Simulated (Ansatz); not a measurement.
Structures of equal composition on the (000-1) surface of 4H silicon carbide (C plane on top): (√3x√3)R30° Ge adatom at H3; (√3x√3)R30° Ge adatom at T4. The slabs share one bottom face, and each structure is named by its start. These are constructed structures in small cells; real faces may alloy, dewet or reconstruct in larger ones, and not all known structures of the face are among them. Slabs of about 11 Å with all that they carry, Fermi-Dirac smearing of 0.025 eV. Bottom of the slabs: H caps. Relaxed from the named starts with such symmetry as they have, on meshes of like density; energies extrapolated to zero smearing; no spin-orbit coupling, no U. Spin-polarised runs, if any, are marked in brackets, and their order is one that fits the cell; the others ran without spin. Where a second, spin-polarised start was run, the lower counts.

Host crystal: 4H silicon carbide, with a band gap (PBE, scalar-relativistic without spin-orbit coupling).

Calculation: r2SCAN, at the PBE geometry (plane waves to 500 eV, PAW; Ansatz, a program for electronic structure).

Order them by energy per 1x1 cell (lowest first) at the level r2SCAN, at the PBE geometry.

(√3x√3)R30° Ge adatom at H3 (0.000 eV [spin, 1.0 μB a cell], gap 0.49 eV on the mesh), (√3x√3)R30° Ge adatom at T4 (0.032 eV [spin, 1.0 μB a cell], gap 0.38 eV on the mesh)
